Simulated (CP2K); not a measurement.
CP2K run on MgS (Fm-3m, 2 atoms in the cell): self-consistent single point.

Method of the run: LDA (Pade form), GPW, DZVP-MOLOPT-SR-GTH basis, GTH-PADE potentials (GTH_POTENTIALS) in CP2K.

```
MgS
1.0
    3.70417     0.00000     0.00000
    1.85209     3.20791     0.00000
    1.85209     1.06930     3.02444
Mg S
1 1
Direct
  0.00000   0.00000   0.00000
  0.50000   0.50000   0.50000
```

Reference input (self-consistent single point, DFT PBE, GPW, DZVP-MOLOPT-SR-GTH basis, GTH-PBE potentials (GTH_POTENTIALS)): CUTOFF = 1000 Ry; REL_CUTOFF = 50 Ry; SMEAR/METHOD = FERMI_DIRAC; ELECTRONIC_TEMPERATURE = 232.09 K; KPOINTS/SCHEME = MONKHORST-PACK 7 7 7; XC_FUNCTIONAL = PBE; Mg/BASIS_SET = DZVP-MOLOPT-SR-GTH-q10; Mg/POTENTIAL = GTH-PBE-q10; S/BASIS_SET = DZVP-MOLOPT-SR-GTH-q6; S/POTENTIAL = GTH-PBE-q6; METHOD = GPW; EPS_DEFAULT = 1e-10. This run's input differs from it in these lines:

```diff
@@ -43,3 +43,3 @@
     &XC
-      &XC_FUNCTIONAL PBE
+      &XC_FUNCTIONAL PADE
       &END XC_FUNCTIONAL
@@ -74,3 +74,3 @@
       BASIS_SET DZVP-MOLOPT-SR-GTH-q10
-      POTENTIAL GTH-PBE-q10
+      POTENTIAL GTH-PADE-q10
     &END KIND
@@ -78,3 +78,3 @@
       BASIS_SET DZVP-MOLOPT-SR-GTH-q6
-      POTENTIAL GTH-PBE-q6
+      POTENTIAL GTH-PADE-q6
     &END KIND
```

Output (repeated stretches shortened):

```
 SCF WAVEFUNCTION OPTIMIZATION

  Step     Update method      Time    Convergence         Total energy    Change
     1 NoMix/Diag. 0.40E+00      -     1.80732440       -73.6359149779 -7.36E+01
     2 Broy./Diag. 0.40E+00      -     0.05063765       -73.4240001852  2.12E-01
     3 Broy./Diag. 0.40E+00      -     0.06483110       -73.4645244908 -4.05E-02
     4 Broy./Diag. 0.40E+00      -     0.00621658       -73.5219784744 -5.75E-02
     5 Broy./Diag. 0.40E+00      -     0.00123061       -73.5015141555  2.05E-02
     6 Broy./Diag. 0.40E+00      -     0.00060883       -73.4891156688  1.24E-02
   [... 2 lines left out ...]
     9 Broy./Diag. 0.40E+00      -     0.00000415       -73.4877858937 -2.18E-04
    10 Broy./Diag. 0.40E+00      -     0.00000036       -73.4877582328  2.77E-05
    11 Broy./Diag. 0.40E+00      -     0.00000032       -73.4877531678  5.07E-06
    12 Broy./Diag. 0.40E+00      -     0.00000001       -73.4877538956 -7.28E-07
  *** SCF run converged in    12 steps ***

  Overlap energy of the core charge distribution:               0.00000000000000
  Self energy of the core charge distribution:               -157.90574789887935
  Core Hamiltonian energy:                                     45.97295976309901
  Hartree energy:                                              49.09791967610353
  Exchange-correlation energy:                                -10.65288543591840
  Electronic entropic energy:                                  -0.00000000000000
  Fermi energy:                                                 0.24248086622778

  Total energy:                                               -73.48775389559523
  Total energy (extrapolated to T->0):                        -73.48775389559523

   [... lines left out ...]

 STRESS| Analytical stress tensor [bar]
 STRESS|                        x                   y                   z
 STRESS|      x       -2.99245597805E+04   6.80274254496E-01   4.80919089301E-01
 STRESS|      y        6.80274254496E-01  -2.99256854027E+04   2.45076322823E-01
 STRESS|      z        4.80919089301E-01   2.45076322823E-01  -2.99260610458E+04
 STRESS| 1/3 Trace                                            -2.99254354097E+04
```

The run converged in 12 iterations. Against the reference run the pressure goes from 1.11 to -2.99 GPa and the gap on the mesh goes from 2.831 to 2.609 eV.

The starting cell comes from a database of computed structures (which also holds hypothetical and non-ambient phases and stackings), without a prior relaxation at this level. Its lattice was rescaled by a random factor within 2.5 % of one. Values carry the incompleteness of an atom-centred basis.
